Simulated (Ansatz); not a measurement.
Consider Ta-vacancy pair (Ta on one host Al site, one Al site vacant) in fcc Al, neutral cell. Method: PBE, PAW (plane waves to 420 eV; Ansatz, a program for electronic structure).

Settings: 32 host sites, the relaxed PBE lattice, a 3×3×3 k-point mesh shifted by half a step, smearing 0.10 eV, spin-restricted, no image-charge correction. Static, classical nuclei. Spin-orbit coupling is left out. Forms of the defect that were not tried may lie lower. The start lies 0.44 eV above the lowest site run (PBE).

Barriers: single points on a 5×5×5 k-point mesh shifted by half a step at the bands' geometries (they differ from the bands' own by up to 0.11 eV, and are uncertain by about as much).

The step: direct exchange of Ta with the vacancy (Ta-vacancy distance between ideal sites 2.86 Å throughout). Atoms about the jump, Cartesian Å from the middle of the jump, before and after:

```json
[
 {"atom": "Ta1", "x0": "0.00", "y0": "-1.07", "z0": "-1.07", "x1": "0.00", "y1": "1.07", "z1": "1.07"},
 {"atom": "Al2", "x0": "-1.95", "y0": "0.98", "z0": "-0.97", "x1": "-1.96", "y1": "0.97", "z1": "-0.98"},
 {"atom": "Al3", "x0": "1.96", "y0": "0.98", "z0": "-0.97", "x1": "1.95", "y1": "0.97", "z1": "-0.98"},
 {"atom": "Al4", "x0": "-1.95", "y0": "-0.97", "z0": "0.98", "x1": "-1.96", "y1": "-0.98", "z1": "0.98"},
 {"atom": "Al5", "x0": "1.96", "y0": "-0.98", "z0": "0.98", "x1": "1.95", "y1": "-0.98", "z1": "0.97"},
 {"atom": "Al6", "x0": "0.00", "y0": "2.98", "z0": "-0.96", "x1": "0.00", "y1": "3.02", "z1": "-0.98"},
 {"atom": "Al7", "x0": "0.00", "y0": "0.98", "z0": "-3.02", "x1": "0.00", "y1": "0.96", "z1": "-2.98"},
 {"atom": "Al8", "x0": "0.00", "y0": "-3.02", "z0": "0.98", "x1": "0.00", "y1": "-2.98", "z1": "0.96"},
 {"atom": "Al9", "x0": "0.00", "y0": "-0.96", "z0": "2.98", "x1": "0.00", "y1": "-0.98", "z1": "3.02"},
 {"atom": "Al10", "x0": "1.99", "y0": "3.02", "z0": "1.02", "x1": "2.02", "y1": "3.03", "z1": "1.02"},
 {"atom": "Al11", "x0": "-2.02", "y0": "-1.02", "z0": "-3.03", "x1": "-1.99", "y1": "-1.02", "z1": "-3.02"},
 {"atom": "Al12", "x0": "2.02", "y0": "-1.02", "z0": "-3.03", "x1": "1.99", "y1": "-1.03", "z1": "-3.01"},
 {"atom": "Al13", "x0": "-1.99", "y0": "1.03", "z0": "3.01", "x1": "-2.02", "y1": "1.03", "z1": "3.03"},
 {"atom": "Al14", "x0": "2.02", "y0": "-3.03", "z0": "-1.03", "x1": "1.99", "y1": "-3.01", "z1": "-1.03"},
 {"atom": "Al15", "x0": "-1.99", "y0": "3.01", "z0": "1.03", "x1": "-2.02", "y1": "3.03", "z1": "1.02"},
 {"atom": "Al16", "x0": "-2.02", "y0": "-3.03", "z0": "-1.03", "x1": "-1.99", "y1": "-3.01", "z1": "-1.03"},
 {"atom": "Al17", "x0": "1.99", "y0": "1.03", "z0": "3.01", "x1": "2.02", "y1": "1.03", "z1": "3.03"}
]
```

Problem. Give the saddle-point geometry and the barrier.

Solution. 
| atom | x | y | z |
|---|---|---|---|
| Ta1 | 0.00 | 0.00 | -0.01 |
| Al2 | -2.22 | 1.05 | -1.06 |
| Al3 | 2.23 | 1.05 | -1.07 |
| Al4 | -2.22 | -1.06 | 1.04 |
| Al5 | 2.22 | -1.06 | 1.04 |
| Al6 | 0.00 | 2.88 | -0.95 |
| Al7 | 0.00 | 0.94 | -2.90 |
| Al8 | 0.00 | -2.89 | 0.93 |
| Al9 | 0.00 | -0.94 | 2.87 |
| Al10 | 1.93 | 2.97 | 1.01 |
| Al11 | -1.93 | -1.03 | -2.99 |
| Al12 | 1.93 | -1.03 | -2.99 |
| Al13 | -1.93 | 1.02 | 2.97 |
| Al14 | 1.93 | -2.99 | -1.03 |
| Al15 | -1.93 | 2.98 | 1.01 |
| Al16 | -1.93 | -2.99 | -1.03 |
| Al17 | 1.94 | 1.02 | 2.97 |
It lies 1.67 eV above the start and 1.67 eV above the end. The saddle point's order was not checked, and it lies on a symmetry element of the cell, where a band can be held.
